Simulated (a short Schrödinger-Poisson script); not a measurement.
Structure: MOS inversion layer, Si3N4 on p-type Si(110), at 300 K.

```
layer  material  thickness (nm)  Na (cm⁻³)
-----  --------  --------------  ---------
1         Si3N4             3.7          -
2            Si             960       2e17
```

Constants are typed, rounded textbook-type inputs, not results; the design itself was drawn at random and stands for no fabricated device. Si3N4: permittivity 7.5, conduction-band edge (eV) 1.95, gap (eV) 5.1, electron mass (mₑ) 0.5. Si: permittivity 11.7, conduction-band edge (eV) 0, gap (eV) 1.124, Nv at 300 K (cm⁻³) 3.1e19.

Channel valleys (confinement mass, in-plane density-of-states mass, number): Δ4 0.315, 0.324, 4; Δ2 0.19, 0.417, 2. At the gate the conduction-band edge of layer 1 lies 2.56 eV − eVg above the Fermi level of the channel; the field vanishes at the back. Gaps are held at their typed values at every temperature. Mesh 0.03 nm at interfaces.

Solved with a short Schrödinger-Poisson script written for these runs: 1D Poisson equation in equilibrium, electrons quantum, Hartree (BenDaniel-Duke, 12 states a valley, the channel's in-plane mass for all, wave functions ending at the dielectric), parabolic valleys, classical holes, full ionisation, no traps, pinning or gate leakage.

The same stack at other levels of the model or other numerical settings:

```csv
run,sheet density of all electrons at Vg = 2.2 V (cm⁻²),sheet density of all electrons at Vg = 1 V (cm⁻²),capacitance at Vg = 2.2 V (μF/cm²),centroid of the channel electrons at Vg = 2.2 V (nm),rough cost against the base
base,1.22e13,1.78e12,1.46,1.81,about 1
"electrons treated as classical, Boltzmann",1.52e13,2.64e12,1.73,0.41,0.03
"electrons treated as classical, Fermi-Dirac",1.45e13,2.58e12,1.64,0.63,0.1
mesh six times as coarse,1.22e13,1.78e12,1.46,1.80,0.3
one subband a valley,1.22e13,1.77e12,1.46,1.78,0.5
```

The classical rows ignore confinement, and Boltzmann statistics overrate the density once the band edge passes the Fermi level.
